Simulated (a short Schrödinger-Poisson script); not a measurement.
## Symmetric double-gate stack, Si3N4 on p-type Si(100)

Structure: symmetric double-gate stack, Si3N4 on p-type Si(100), at 300 K.

| layer | material | thickness (nm) | Na (cm⁻³) |
|---|---|---|---|
| 1 | Si3N4 | 2.1 | - |
| 2 | Si | 6 | 1e15 |
| 3 | Si3N4 | 2.1 | - |

The device is made up for the run: typed textbook-type constants, with dimensions and the other settings drawn at random. Si3N4: permittivity 7.5, conduction-band edge (eV) 1.95, gap (eV) 5.1, electron mass (mₑ) 0.5. Si: permittivity 11.7, conduction-band edge (eV) 0, gap (eV) 1.124, Nv at 300 K (cm⁻³) 3.1e19.

Channel valleys (confinement mass, in-plane density-of-states mass, number): Δ2 0.916, 0.19, 2; Δ4 0.19, 0.417, 4. At the gates, both at one voltage, the conduction-band edge of layer 1 lies 2.26 eV − eVg above the Fermi level of the channel. Gaps are held at their typed values at every temperature. Mesh 0.03 nm at interfaces.

Solved with a short Schrödinger-Poisson script written for these runs: 1D Poisson equation in equilibrium, electrons quantum, Hartree (BenDaniel-Duke, 12 states a valley, the channel's in-plane mass for all, wave functions free to enter the dielectric), parabolic valleys, classical holes, full ionisation, no traps, pinning or gate leakage.

```tsv
Vg (V)	electrons (cm⁻²)	C (μF/cm²)	Δ2 E0 (meV)	Δ2 E1 (meV)	Δ4 E0 (meV)	Δ4 E1 (meV)
0	4.63e7	< 0.003	320.6	352.5	350.1	471.2
0.05	3.20e8	< 0.003	270.7	302.5	300.1	421.2
0.1	2.21e9	0.0139	220.7	252.6	250.2	371.2
0.15	1.50e10	0.0927	171.2	203.0	200.6	321.7
0.2	9.27e10	0.513	124.2	155.8	153.5	274.3
0.25	4.06e11	1.59	86.0	116.7	115.2	234.9
0.3	1.07e12	2.61	60.9	89.9	89.8	207.4
0.35	1.99e12	3.21	44.9	71.7	73.4	188.3
0.4	3.05e12	3.57	33.7	58.1	62.0	173.8
0.45	4.20e12	3.80	25.3	47.2	53.4	162.1
0.5	5.41e12	3.97	18.4	38.1	46.6	152.1
0.55	6.67e12	4.11	12.6	30.1	40.9	143.5
0.6	7.97e12	4.22	7.5	23.1	36.2	135.9
0.65	9.30e12	4.31	2.9	16.7	32.1	129.0
0.7	1.07e13	4.39	-1.4	10.8	28.5	122.7
0.75	1.20e13	4.46	-5.4	5.4	25.2	116.9
0.8	1.34e13	4.53	-9.2	0.3	22.3	111.6
0.85	1.49e13	4.58	-12.9	-4.5	19.6	106.6
0.9	1.63e13	4.64	-16.5	-9.1	17.2	101.9
0.95	1.78e13	4.68	-20.0	-13.4	14.9	97.5
1	1.92e13	4.73	-23.4	-17.5	12.7	93.3
```

Subbands count from the Fermi level. The capacitance is that of both gates.
